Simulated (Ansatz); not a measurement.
Given:

End structure of a constructed model of the (110) surface of bcc Mo, p(2x2) layer of Se, one a cell, on the site that continues the host's stacking (bottom of the slab: a bare face, its two planes held):

```xyz
25
Lattice="5.4747 0.0000 0.0000 -1.8249 5.1616 0.0000 0.0000 0.0000 30.0000" Properties=species:S:1:pos:R:3 pbc="T T T"
Mo     0.9124     1.2904     8.2206
Mo     0.0000     3.8712     8.2206
Mo     3.6498     1.2904     8.2206
Mo     2.7373     3.8712     8.2206
Mo     1.8249     2.5808    10.4556
Mo     2.7373     0.0000    10.4556
Mo    -0.9124     2.5808    10.4556
Mo     0.0000     0.0000    10.4556
Mo     2.7373     3.8712    12.6788
Mo     3.6498     1.2904    12.7020
Mo     0.0000     3.8712    12.7020
Mo     0.9124     1.2904    12.6898
Mo     0.0015     0.0022    14.9406
Mo    -0.9235     2.5886    14.9194
Mo     2.7484    -0.0078    14.9194
Mo     1.8234     2.5786    14.9406
Mo     0.9124     1.2904    17.1077
Mo     0.0000     3.8712    17.2118
Mo     3.6498     1.2904    17.2118
Mo     2.7373     3.8712    17.1740
Mo     1.7749     2.5101    19.3259
Mo     2.7294     0.0057    19.3718
Mo    -0.9045     2.5751    19.3718
Mo     0.0500     0.0707    19.3259
Se     2.7373     3.8712    21.2153
```

Set-up: 25 atoms, 13.6 Å thick at the start with caps and adatoms (thin: gaps and levels are the slab's own); mesh 7x7x1; 0.1 eV smearing; dipole correction on; 8 atoms held, the rest relaxed; symmetry of the start imposed; no spin, no spin-orbit, no U. It is one candidate, not shown to be the stable structure of the face.

Task: Give the work function of the top face at the level PBE (Ansatz, an electronic-structure program).

Result: 4.67 eV
